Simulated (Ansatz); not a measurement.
B20 (FeSi-type) CoSi, treated with PBEsol (Ansatz, a quantum-chemistry and plane-wave program, plane waves, PAW).

The input as run:

Ansatz 0.2 input:
```yaml
crystal:
  lattice:
    - [4.4147723055, 0.0, 0.0]
    - [0.0, 4.4147723055, 0.0]
    - [0.0, 0.0, 4.4147723055]
  atoms:
    - { symbol: Co, position: [0.854367348, 0.645632652, 0.354367348] }
    - { symbol: Co, position: [0.354367348, 0.854367348, 0.645632652] }
    - { symbol: Co, position: [0.145632652, 0.145632652, 0.145632652] }
    - { symbol: Co, position: [0.645632652, 0.354367348, 0.854367348] }
    - { symbol: Si, position: [0.1566772246, 0.3433227754, 0.6566772246] }
    - { symbol: Si, position: [0.6566772246, 0.1566772246, 0.3433227754] }
    - { symbol: Si, position: [0.8433227754, 0.8433227754, 0.8433227754] }
    - { symbol: Si, position: [0.3433227754, 0.6566772246, 0.1566772246] }
basis:
  ecutwfc: 520
  ecutrho_ratio: 4
  xc_grid: 2
kpoints:
  mp_grid: { grid: [12, 12, 12] }
hamiltonian:
  xc: pbesol
  dispersion: none
  pseudopotentials: { kind: paw }
scf:
  occupations: { method: fermi_dirac, width: 0.05 }
output:
  forces: true
  stress: true
  eigenvalues: true
relax:
  f_tol: 0.004
  escape_saddle: false
  max_steps: 80
```

Output (set-up and result lines):

```
WARN output.stress: scf.convergence.dr2_threshold = 1.6e-8 eV (the default of a walk held to its f_tol) is looser than the 8e-10 eV advised for a printed …
Relaxation: its limit of steps is 80 (relax.max_steps)
Crystal: 8 atoms, lattice volume = 86.045 Å³
Basis set: ecut = 520 eV, 2325 PW (Γ), exchange–correlation on 72×72×72 points (8 copies of the dense FFT grid, shifted against one another)
Bands: 51, of which v1, the nominal top of the filled ones, is band 42 counted from 1 (41 counted from 0)
Symmetry: 12 space group operations
Space group: P213 (ITA 198), of the structure as read, at distance tolerance 4.4e-5 Å
k-points: 119 of 1728 (time reversal used)
Functional: x = pbesol(κ = 0.804, μ = 0.12345679012345678), c = pbesol(β = 0.046)
SCF iter   1: F=—  HF=-22863.784362 eV  |F-HF|=—  |Δ(HF+E_count)|=         —  Δρ=1.66e-2  dr2=1.05e-1
SCF iter   2: F=—  HF=-22863.764106 eV  |F-HF|=—  |Δ(HF+E_count)|=   2.03e-2  Δρ=4.61e-3  dr2=7.06e-3
  ...
SCF 1 converged in 6 iterations: F = -22863.763057 eV  dr2 = 2.70e-7
Crystal: 8 atoms, lattice volume = 86.045 Å³
Initial density: handed on by an earlier stage of this run
SCF 2 converged in 6 iterations: F = -22863.763274 eV  dr2 = 1.59e-10
Crystal: 8 atoms, lattice volume = 86.045 Å³
SCF iter   5: F=—  HF=-22863.763632 eV  |F-HF|=—  |Δ(HF+E_count)|=   7.09e-9  Δρ=7.09e-6  dr2=2.80e-8
SCF iter   6: F=-22863.763632 eV  HF=-22863.763632 eV  |F-HF|=1.68e-9  |Δ(HF+E_count)|=   9.87e-9  Δρ=2.21e-6  dr2=3.38e-9
SCF 3 converged in 6 iterations: F = -22863.763632 eV  dr2 = 3.38e-9
relax step   3: F+E_penalty+E_count = -22863.76363155 eV  Δ(F+E_penalty+E_count) = -3.576e-4 eV  max|allowed force component| = 2.170e-3 eV/Å  Δτ_max = 0.0046 Å  (6 SCF iters, accepted)
SCF converged after 6 iterations
Free energy (F): -22863.763632 eV
Internal energy: -22863.750410 eV  (E = F + TS)
E sigma→0 (E₀):  -22863.757021 eV
Fermi energy:    16.812916 eV
--- Forces (eV/Å), atoms counted from 1 ---
  atom   1  Co    -0.00101846     0.00101846    -0.00101846
  atom   2  Co    -0.00101846    -0.00101846     0.00101846
  atom   3  Co     0.00101846     0.00101846     0.00101846
  atom   4  Co     0.00101846    -0.00101846    -0.00101846
  atom   5  Si     0.00217044    -0.00217044     0.00217044
  atom   6  Si     0.00217044     0.00217044    -0.00217044
  atom   7  Si    -0.00217044    -0.00217044    -0.00217044
  atom   8  Si    -0.00217044     0.00217044     0.00217044
--- Stress (GPa, compression-positive) ---
       -4.552000      -0.000000       0.000000
       -0.000000      -4.552000      -0.000000
        0.000000      -0.000000      -4.552000
  P = ⅓ Tr σ = -4.5520 GPa (-45.520 kbar)
```

The cell is one volume of an energy–volume scan, off the minimum.

The PAW data were made under PBE.

The result took around 3 core-minutes (rough).
